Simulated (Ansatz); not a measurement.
**Several settings converged on Fe2Si (I4mm, 3 atoms in the cell)**

```xyz
3
Lattice="-1.3434 1.3434 4.4392 1.3434 -1.3434 4.4392 1.3434 1.3434 -4.4392" Properties=species:S:1:pos:R:3 pbc="T T T"
Fe     0.0000     0.0000     3.0654
Fe     0.0000     0.0000     5.8630
Si     0.0000     0.0000     0.0000
```
Moments meant for the start (each program seeds them in its own way; μB, in the order of the atoms Fe Fe Si): 4.0 4.0 0.0.

Base method: PBEsol, default PAW files made with PBE (plane waves; Ansatz, a first-principles code).

Base settings: basis.ecutwfc = 420 eV; kpoints.mp_grid.grid = 12 12 12; hamiltonian.xc = pbesol; hamiltonian.pseudopotentials = {kind: paw} (the program's default PAW files); magnetization.spin_polarized = true; scf.occupations.method = gaussian; scf.occupations.width = 0.1 eV.

The count of work is k-points × plane waves × bands × iterations; it is no time. 

**Shifted k-point meshes**

In this ladder: kpoints.mp_grid.shift = 0.5 0.5 0.5.

Only quantities that move along the ladder and can be compared are tabulated.

| kpoints.mp_grid.grid | free energy less the last step's (meV/atom) | pressure (GPa) | largest difference of a force vector from the last step's (eV/Å) | net moment (μB/atom) | count of work / last |
|---|---|---|---|---|---|
| 3 3 3 | 8.17 | -4.57 | 0.189 | 0.847 | 0.0073 |
| 5 5 5 | 8.92 | -5.35 | 0.012 | 0.794 | 0.012 |
| 7 7 7 | 3.05 | -5.93 | 0.010 | 0.765 | 0.027 |
| 27 27 27 | 0.00 | -5.98 | 0.000 | 0.768 | 1.0 |

Coarsest kpoints.mp_grid.grid that holds the free energy within 5 meV/atom: not settled: the last two steps still differ by 3.1 meV/atom, over half the tolerance, so the ladder does not show it.

Coarsest kpoints.mp_grid.grid that holds the net moment within 0.05 μB/atom of the last step, with all finer ones: 5 5 5, at 0.012 of the last step's count of work; the step before is off by 0.080 μB/atom.

Coarsest kpoints.mp_grid.grid that holds the pressure within 0.1 GPa of the last step, with all finer ones: 7 7 7, at 0.027 of the last step's count of work; the step before is off by 0.63 GPa.

Two neighbours can agree and both be off: 3 3 3 and 5 5 5 differ by 0.75 meV/atom in the free energy, yet lie about 8.9 meV/atom from the last step.

**The k-point mesh at a smearing width of 0.05 eV**

In this ladder: scf.occupations.width = 0.05 eV.

The second cell is the first with its lattice scaled by 0.98.

Only quantities that move along the ladder and can be compared are tabulated.

```tsv
kpoints.mp_grid.grid	free energy less the last step's (meV/atom)	energy of the compressed cell less the first (meV/atom)	pressure (GPa)	largest difference of a force vector from the last step's (eV/Å)	net moment (μB/atom)	count of work / last
6 6 6	-1.85	3.70	-6.51	0.028	0.728	0.034
9 9 9	0.55	3.36	-6.39	0.014	0.738	0.080
13 13 13	-0.40	5.27	-6.05	0.014	0.766	0.21
23 23 23	0.00	5.10	-5.96	0.000	0.772	1.0
```

Coarsest kpoints.mp_grid.grid that holds the free energy within 1 meV/atom of the last step, with all finer ones: 9 9 9, at 0.080 of the last step's count of work; the step before is off by 1.9 meV/atom.

Coarsest kpoints.mp_grid.grid that holds the pressure within 0.5 GPa of the last step, with all finer ones: 9 9 9, at 0.080 of the last step's count of work; the step before is off by 0.55 GPa.

Coarsest kpoints.mp_grid.grid that holds the energy of the compressed cell less the first within 0.5 meV/atom of the last step, with all finer ones: 13 13 13, at 0.21 of the last step's count of work; the step before is off by 1.7 meV/atom.

On the base run: the starting cell comes from a database of computed structures (which also holds hypothetical and non-ambient phases and stackings), without a prior relaxation at this level. Its lattice was rescaled by up to half a per cent. One atom was moved a little off its site on purpose. The magnetic order is the one reached from the typed start; others were not searched systematically. In the base run, with a pressure of about -6 GPa the cell is away from its equilibrium volume at this level. Ansatz's pressure includes its estimate of the finite-basis (Pulay) stress.

Keys are those of Ansatz 0.2.
